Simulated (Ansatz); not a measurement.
Bi2SO2 (model structure, started from the La2SO2 type, P-3m1, No. 164, 5 atoms in the cell) was calculated with G0W0@PBEsol (hard PAW, contour deformation, complete-basis limit; Ansatz, a first-principles code).

Settings: largest k mesh 6×6×2 (not extrapolated in the mesh).

Cell (relaxed with PBEsol):

```cif
data_Bi2O2S
_chemical_formula_sum 'Bi2 S1 O2'
_space_group_name_H-M_alt 'P-3m1'
_space_group_IT_number 164
_space_group_name_Hall '-P 3 2"'
_cell_length_a 3.94274
_cell_length_b 3.94274
_cell_length_c 6.75861
_cell_angle_alpha 90.000
_cell_angle_beta 90.000
_cell_angle_gamma 120.000
loop_
_atom_site_label
_atom_site_type_symbol
_atom_site_symmetry_multiplicity
_atom_site_Wyckoff_symbol
_atom_site_fract_x
_atom_site_fract_y
_atom_site_fract_z
_atom_site_occupancy
Bi1 Bi 2 d 0.33333 0.66667 0.22308 1
S1 S 1 b 0.00000 0.00000 0.50000 1
O1 O 2 d 0.66667 0.33333 0.12196 1
```

Problem. Give the computed band gap.

Solution. 
- band gap = 2.29 eV

Note: filled d or f shells below the valence bands can shift G0W0 gaps through exchange with them, which wasn't tested here; the relaxation could raise the start's symmetry but not lower it, so the cell can be a saddle point; the gap holds a correction of +0.29 eV to the complete basis, taken at k points off the band edges.

Spin–orbit coupling is not included; with these elements it can move the gap by several tenths of an eV or more.

Static lattice: no zero-point or thermal effects.

Computing time: very roughly 2.7 core-hours.

A model structure was made by putting elements into a prototype or built by hand; it is no filed structure, need not be a known phase, and can be a saddle point held by its symmetry.
